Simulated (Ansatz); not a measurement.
Strongest site found for several adsorbates on wurtzite ZnO (10-10) (O + Zn on top).

Host crystal: wurtzite ZnO, with a band gap (PBE, scalar-relativistic without spin-orbit coupling).

The numbers are results of PBE (plane waves to 420 eV, PAW; Ansatz, a quantum-chemistry and plane-wave program), not measurements.

Counted are starts at which the adsorbate stayed whole and on top. Thin slabs; no dispersion, zero-point or thermal terms; negative values mean binding.

| adsorbate, area an adsorbate | reference | bonded to | E_ads (eV) | shortest bond to the host (Å) |
|---|---|---|---|---|
| Li, 17 Å² | an atom of bcc Li | 2 O + 3 Zn | -0.62 | 1.98 |
| NH2, 35 Å² | NH3(g) − ½ H2(g) | Zn | 1.46 | 1.96 |
| F, 35 Å² | ½ F2(g) | 2 Zn | (withheld) | 2.02 |
| Cu, 17 Å² | an atom of fcc Cu | O + 2 Zn | 1.59 | (withheld) |
| H, 35 Å² | ½ H2(g) | O | (withheld) | 0.98 |
| OH, 35 Å² | H2O(g) − ½ H2(g) | 2 Zn | (withheld) | 2.04 |

Task: What belongs in the gaps?

Result: 
- F, 35 Å², E_ads (eV): -1.54
- Cu, 17 Å², shortest bond to the host (Å): 1.93
- H, 35 Å², E_ads (eV): -0.01
- OH, 35 Å², E_ads (eV): 1.38
